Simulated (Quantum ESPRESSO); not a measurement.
Worked example: self-consistent single point of Zr₆Al₁₆Pt₇ (Fm-3m, 29 atoms in the cell) in Quantum ESPRESSO.

Computed with PBEsol, GBRV 1.5 ultrasoft (PBESOL) pseudopotentials (plane waves; Quantum ESPRESSO).

```yaml
crystal:
  lattice:
    - [-6.33248, 0.00000, 6.33248]
    - [0.00000, 6.33248, 6.33248]
    - [-6.33248, 6.33248, 0.00000]
  atoms:
    - { symbol: Zr, position: [0.68600, 0.68600, 0.31400] }
    - { symbol: Zr, position: [0.31400, 0.31400, 0.68600] }
    - { symbol: Zr, position: [0.31400, 0.68600, 0.68600] }
    - { symbol: Zr, position: [0.68600, 0.31400, 0.31400] }
    - { symbol: Zr, position: [0.68600, 0.31400, 0.68600] }
    - { symbol: Zr, position: [0.31400, 0.68600, 0.31400] }
    - { symbol: Al, position: [0.87975, 0.87975, 0.36076] }
    - { symbol: Al, position: [0.12025, 0.12025, 0.63924] }
    - { symbol: Al, position: [0.12025, 0.63924, 0.12025] }
    - { symbol: Al, position: [0.87975, 0.36076, 0.87975] }
    - { symbol: Al, position: [0.87975, 0.87975, 0.87975] }
    - { symbol: Al, position: [0.12025, 0.12025, 0.12025] }
    - { symbol: Al, position: [0.63924, 0.12025, 0.12025] }
    - { symbol: Al, position: [0.36076, 0.87975, 0.87975] }
    - { symbol: Al, position: [0.66538, 0.66538, 0.00386] }
    - { symbol: Al, position: [0.33462, 0.33462, 0.99614] }
    - { symbol: Al, position: [0.33462, 0.99614, 0.33462] }
    - { symbol: Al, position: [0.66538, 0.00386, 0.66538] }
    - { symbol: Al, position: [0.66538, 0.66538, 0.66538] }
    - { symbol: Al, position: [0.33462, 0.33462, 0.33462] }
    - { symbol: Al, position: [0.99614, 0.33462, 0.33462] }
    - { symbol: Al, position: [0.00386, 0.66538, 0.66538] }
    - { symbol: Pt, position: [0.00000, 0.00000, 0.00000] }
    - { symbol: Pt, position: [0.00000, 0.00000, 0.50000] }
    - { symbol: Pt, position: [0.50000, 0.50000, 0.00000] }
    - { symbol: Pt, position: [0.50000, 0.00000, 0.00000] }
    - { symbol: Pt, position: [0.00000, 0.50000, 0.50000] }
    - { symbol: Pt, position: [0.00000, 0.50000, 0.00000] }
    - { symbol: Pt, position: [0.50000, 0.00000, 0.50000] }
```

Reference input (self-consistent single point, DFT, PBEsol, plane waves, GBRV 1.5 ultrasoft (PBESOL) pseudopotentials): ecutwfc = 40 Ry; ecutrho = 320 Ry; occupations = smearing; smearing = cold; degauss = 0.0036749 Ry; potentials = {Zr: zr_pbesol_v1.uspp.F.UPF, Al: al_pbesol_v1.uspp.F.UPF, Pt: pt_pbesol_v1.4.uspp.F.UPF}; K_POINTS = automatic 3 3 3 0 0 0; conv_thr = 1e-11 Ry; mixing_beta = 0.3. This run's input differs from it in these lines:

```diff
@@ -13,4 +13,4 @@
    ntyp = 3
-   ecutwfc = 40
-   ecutrho = 320
+   ecutwfc = 32
+   ecutrho = 256
    occupations = 'smearing'
```

The program printed (abridged):

```
     Self-consistent Calculation

     iteration #  1     ecut=    32.00 Ry     beta= 0.30

     negative rho (up, down):  1.583E+00 0.000E+00

     total energy              =   -2172.53058050 Ry
     estimated scf accuracy    <      17.35971261 Ry

     iteration #  2     ecut=    32.00 Ry     beta= 0.30

     negative rho (up, down):  1.588E+00 0.000E+00

     total energy              =   -2176.33338241 Ry
     estimated scf accuracy    <       6.30884984 Ry

     iteration #  3     ecut=    32.00 Ry     beta= 0.30

     negative rho (up, down):  1.585E+00 0.000E+00

     total energy              =   -2177.07867304 Ry
     estimated scf accuracy    <       0.89413699 Ry

   [... 13 blocks of this kind left out ...]

     iteration # 17     ecut=    32.00 Ry     beta= 0.30

     negative rho (up, down):  1.571E+00 0.000E+00

     total energy              =   -2177.13948087 Ry
     estimated scf accuracy    <          1.1E-11 Ry

     iteration # 18     ecut=    32.00 Ry     beta= 0.30

     negative rho (up, down):  1.571E+00 0.000E+00
     End of self-consistent calculation

   [... 15 lines left out ...]

   [... 15 lines left out ...]

     the Fermi energy is    12.5251 ev

!    total energy              =   -2177.13948088 Ry
     estimated scf accuracy    <          1.2E-12 Ry
     smearing contrib. (-TS)   =       0.00018236 Ry
     internal energy E=F+TS    =   -2177.13966324 Ry

     convergence has been achieved in  18 iterations

     negative rho (up, down):  1.571E+00 0.000E+00

     Forces acting on atoms (cartesian axes, Ry/au):

     atom    1 type  1   force =    -0.00000000   -0.00000000   -0.00663473
     atom    2 type  1   force =     0.00000000    0.00000000    0.00663473
     atom    3 type  1   force =     0.00000000   -0.00663473    0.00000000
     atom    4 type  1   force =    -0.00000000    0.00663473   -0.00000000
   [... lines left out ...]
     Total force =     0.024172     Total SCF correction =     0.000003
   [... lines left out ...]

     negative rho (up, down):  1.571E+00 0.000E+00
          total   stress  (Ry/bohr**3)                   (kbar)     P=     -112.57
  -0.00076524  -0.00000000  -0.00000000         -112.57       -0.00       -0.00
  -0.00000000  -0.00076524  -0.00000000           -0.00     -112.57       -0.00
   0.00000000  -0.00000000  -0.00076524            0.00       -0.00     -112.57

   JOB DONE.
```

The run converged in 18 iterations. Against the reference run the free energy rises by 4.5 meV/atom, the pressure hardly changes (-11.33 to -11.26 GPa) and the largest force hardly changes (0.170 to 0.171 eV/Å).

The starting cell comes from a database of computed structures (which also holds hypothetical and non-ambient phases and stackings), without a prior relaxation at this level. Its lattice was rescaled by a random factor within 2.5 % of one. Spin polarisation is off.

Cost on one core of a shared machine: roughly 10 min.
